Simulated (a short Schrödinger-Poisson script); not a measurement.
Structure: MOS inversion layer, HfO2 on p-type Si(100), at 300 K.

| layer | material | thickness (nm) | Na (cm⁻³) |
|---|---|---|---|
| 1 | HfO2 | 2.8 | - |
| 2 | Si | 600 | 5.1e17 |

The device is made up for the run: typed textbook-type constants, with dimensions and the other settings drawn at random. HfO2: permittivity 22, conduction-band edge (eV) 1.55, gap (eV) 5.7, electron mass (mₑ) 0.2. Si: permittivity 11.7, conduction-band edge (eV) 0, gap (eV) 1.124, Nv at 300 K (cm⁻³) 3.1e19.

Channel valleys (confinement mass, in-plane density-of-states mass, number): Δ2 0.916, 0.19, 2; Δ4 0.19, 0.417, 4. At the gate the conduction-band edge of layer 1 lies 1.9 eV − eVg above the Fermi level of the channel; the field vanishes at the back. Gaps are held at their typed values at every temperature. Mesh 0.03 nm at interfaces.

From a short Schrödinger-Poisson script (our own, NumPy): 1D Poisson equation in equilibrium, electrons classical, Fermi-Dirac, parabolic valleys, classical holes, full ionisation, no traps, pinning or gate leakage.

The same stack at other levels of the model or other numerical settings:

| run | sheet density of all electrons at Vg = 1.1 V (cm⁻²) | sheet density of all electrons at Vg = 0.5 V (cm⁻²) | capacitance at Vg = 1.1 V (μF/cm²) | centroid of the channel electrons at Vg = 1.1 V (nm) | rough cost against the base |
|---|---|---|---|---|---|
| base | 2.08e13 | 2.63e12 | 5.18 | 0.51 | about 1 |
| electrons treated as classical, Boltzmann | 2.48e13 | 2.87e12 | 6.36 | 0.26 | 0.2 |
| electrons treated as quantum, Hartree | ___ | 9.58e11 | 4.05 | ___ | 5 |
| mesh six times as coarse | 1.99e13 | 2.48e12 | 4.97 | ___ | 0.3 |

Some entries are withheld; supply them.


- mesh six times as coarse, centroid of the channel electrons at Vg = 1.1 V (nm): 0.59
- electrons treated as quantum, Hartree, sheet density of all electrons at Vg = 1.1 V (cm⁻²): 1.42e13
- electrons treated as quantum, Hartree, centroid of the channel electrons at Vg = 1.1 V (nm): 1.31

The classical rows ignore confinement, and Boltzmann statistics overrate the density once the band edge passes the Fermi level.
